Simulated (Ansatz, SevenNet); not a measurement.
For fluorite PtAl2, the machine-learned potential SevenNet-l3i5 (trained on PBE and PBE+U data) gives:

| Item | Result |
|---|---|
| lattice parameter a | 5.946 Å |
| bulk modulus B0 | 129 GPa |
| enthalpy of formation | -0.921 eV/atom |

Q: What does PBE0 (PAW; Ansatz, an electronic-structure program) give for the same quantities?

A: 
- lattice constant a: 5.905 Å (decreases by 0.7 %)
- bulk modulus: 140 GPa (goes up by 8.5 %)
- formation enthalpy: -1.015 eV/atom (moves by -0.094 eV/atom)

For comparison: lattice constant a 5.91 Å (measured, temperature not stated, copied from a table, unchecked, no zero-point or thermal correction; as tabulated in Crystal Structures 1, 239 (1963)).

Changes are worked out from the printed values.

Unless a cell is named, each level is at its own relaxed cell (SevenNet-l3i5 17.52, PBE0 17.16 Å³/atom).

Levels without +SOC leave out spin–orbit coupling, which shifts energies and cells of such heavy elements.

The crystal itself was run without spin with PBE0; a magnetic state was not tried in these runs.

Ansatz's density-functional and Hartree–Fock values are scalar-relativistic unless marked +SOC, with PAW data made under PBE.
